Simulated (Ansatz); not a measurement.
**Response to strain in Hf**

The parent structure is Hf in the hcp (Mg type) structure (space group P6_3/mmc, No. 194; relaxed with 0.1 eV smearing).

```yaml
crystal:
  lattice:
    - [3.19829, 0.00000, 0.00000]
    - [-1.59915, 2.76980, 0.00000]
    - [0.00000, 0.00000, 5.04882]
  atoms:
    - { symbol: Hf, position: [0.66667, 0.33333, 0.75000] }
    - { symbol: Hf, position: [0.33333, 0.66667, 0.25000] }
```

Cartesian axes are those of the cell as printed.

Strains are applied to the cell and any free atomic positions relax.

Method: r2SCAN, PAW, 500 eV (Ansatz, a quantum-chemistry and plane-wave program; no SOC).

Notes on the quantities. energy relative to the base: free energy F.

```tsv
variant	volume per atom	energy relative to the base
base	22.36 Å³	0 meV/atom
uniaxial strain ε_xx = +0.50 %	22.47 Å³	+0.3 meV/atom
uniaxial strain ε_xx = +1.00 %	22.59 Å³	+1.3 meV/atom
uniaxial strain ε_xx = +1.50 %	22.70 Å³	+2.8 meV/atom
uniaxial strain ε_xx = +2.00 %	22.81 Å³	+5.0 meV/atom
uniaxial strain ε_xx = +2.50 %	22.92 Å³	+7.7 meV/atom
uniaxial strain ε_xx = +3.00 %	23.03 Å³	+11 meV/atom
```

No phonon test of stability was made. The final runs are not spin-polarised.
